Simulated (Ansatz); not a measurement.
O on the 1x1 (111) surface of fcc Cu, one in a 3x3 cell, energies for each (51.4 Å²). Energies are against ½ O2(g), without zero-point or thermal terms; each row is named by its start. No converged result for: 1 more start.

Level of theory: PBE (plane waves to 420 eV, PAW; Ansatz, an electronic-structure program).

Set-up: 37 atoms, 6.2 Å thick at the start under the adsorbate (thin: gaps and levels are the slab's own); mesh 4x4x1; 0.1 eV smearing; dipole correction on; 18 atoms held, the rest relaxed; each run with such symmetry as its start has; spin-polarised, no spin-orbit, no U, no dispersion correction.

A negative adsorption energy means that the adsorbate is more stable on the surface than in its reference. Heights count from the host atoms within 0.3 Å of the top one.

```tsv
starting site	E_ads (eV)	height (Å)	nearest host atom (Å)	bonded to	Δ work function (eV)	lateral drift (Å)	moment (μB)
top Cu	0.30	1.69	Cu 1.73	Cu	1.02	0.0	0.0
hollow Cu-Cu-Cu over Cu at depth 2.1 Å	-1.37	1.20	Cu 1.90	3 Cu	0.46	0.0	0.0
```
